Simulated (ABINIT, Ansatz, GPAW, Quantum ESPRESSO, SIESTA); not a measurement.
Mg6CuW (P1, 8 atoms in the cell) computed with different codes at matched settings

Self-consistent single point, at a second geometry (atoms moved at random). First geometry:

```xyz
8
Lattice="4.8739 0.0000 0.0000 0.0000 3.0371 5.3665 0.0000 -3.0371 5.3665" Properties=species:S:1:pos:R:3 pbc="T T T"
Mg     2.4369     1.5299     4.5241
Mg     2.4369    -1.5299     4.5241
Mg     0.0000     1.4735     6.2993
Mg     0.0000    -1.4735     6.2993
Mg     0.0000     0.0000     3.4514
Mg     0.0000     0.0000     8.8359
Cu     2.4369     0.0000     1.7827
W      2.4369     0.0000     7.2151
```

Second geometry:
```
CELL_PARAMETERS angstrom
      4.87389     0.00000     0.00000
      0.00000     3.03705     5.36648
      0.00000    -3.03705     5.36648
ATOMIC_POSITIONS crystal
  Mg 0.50157 0.67213 0.17448
  Mg 0.48572 0.16643 0.68127
  Mg 0.99568 0.83560 0.33115
  Mg 0.00187 0.34499 0.82219
  Mg 0.01668 0.32847 0.32120
  Mg 0.99893 0.83277 0.82030
  Cu 0.48931 0.16020 0.16611
  W  0.51024 0.65941 0.68331
```

Shared settings, as Ansatz (a quantum-chemistry and plane-wave program) writes them: kpoints.mp_grid.grid = 3 3 3; scf.occupations.method = fermi_dirac; scf.occupations.width = 0.136 eV. Potentials and cutoffs stand in the table.

```json
[
 {"code": "Quantum ESPRESSO", "model": "PBEsol, PseudoDojo standard norm-conserving (PBESOL) pseudopotentials", "ΔF from the first geometry (meV/atom)": "11.5", "pressure (GPa)": "-4.37", "largest force (eV/Å)": "0.480", "cutoff": "95 Ry"},
 {"code": "ABINIT", "model": "PBEsol, PAW (JTH v2.0 PBE PAW, files made for PBE)", "ΔF from the first geometry (meV/atom)": "11.5", "pressure (GPa)": "-4.41", "largest force (eV/Å)": "0.482", "cutoff": "816 eV"},
 {"code": "SIESTA", "model": "GGA PBEsol, numerical atomic orbitals DZP, PseudoDojo PBEsol standard norm-conserving potentials (rewritten from UPF to PSML)", "ΔF from the first geometry (meV/atom)": "12.1", "pressure (GPa)": "-2.59", "largest force (eV/Å)": "–", "cutoff": "grid 300 Ry"},
 {"code": "Ansatz", "model": "PBEsol, PAW files made with PBE", "ΔF from the first geometry (meV/atom)": "11.5", "pressure (GPa)": "-4.38", "largest force (eV/Å)": "0.482", "cutoff": "420 eV"},
 {"code": "GPAW", "model": "PBEsol, GPAW PAW datasets PBEsol (made by gpaw-setup)", "ΔF from the first geometry (meV/atom)": "11.5", "pressure (GPa)": "-4.31", "largest force (eV/Å)": "0.483", "cutoff": "850 eV"}
]
```

Size of the force on each atom (eV/Å): Sizes of forces hide their directions.

| code | Mg1 | Mg2 | Mg3 | Mg4 | Mg5 | Mg6 | Cu7 | W8 |
|---|---|---|---|---|---|---|---|---|
| Quantum ESPRESSO | 0.078 | 0.480 | 0.479 | 0.344 | 0.453 | 0.420 | 0.178 | 0.378 |
| ABINIT | 0.080 | 0.482 | 0.478 | 0.343 | 0.450 | 0.420 | 0.176 | 0.380 |
| Ansatz | 0.079 | 0.482 | 0.479 | 0.343 | 0.451 | 0.422 | 0.177 | 0.378 |
| GPAW | 0.079 | 0.483 | 0.481 | 0.342 | 0.448 | 0.421 | 0.176 | 0.381 |

A dash marks a value that a program does not give, or that is left out as unsure.

On Ansatz's run: spin-orbit coupling is off. Spin polarisation is off.

The spread over the programs that give each value: ΔF from the first geometry within 0.6 meV/atom; pressure within 1.82 GPa; largest force within 0.003 eV/Å.

SIESTA uses small atom-centred bases, whose incompleteness enters pressures, forces and empty levels differently from a plane-wave cutoff. Ansatz's pressure is given at a fixed set of plane waves, as the other plane-wave codes print theirs. In the pressure, SIESTA (by 1.79) lies more than 1 GPa from the median of the plane-wave programs.

The shared mesh is coarse (it stands for a supercell whose shortest vector is 15 Å), so the values are not converged in it.

The starting cell comes from a database of computed structures (which also holds hypothetical and non-ambient phases and stackings), without a prior relaxation at this level. Its lattice was rescaled by a random factor within 2.5 % of one. For this run, on top of that: atoms moved at random.

Left out of this page: CP2K (unsound by tests on forces, stress, charge or solver warnings).

Keys are those of Ansatz 0.2.
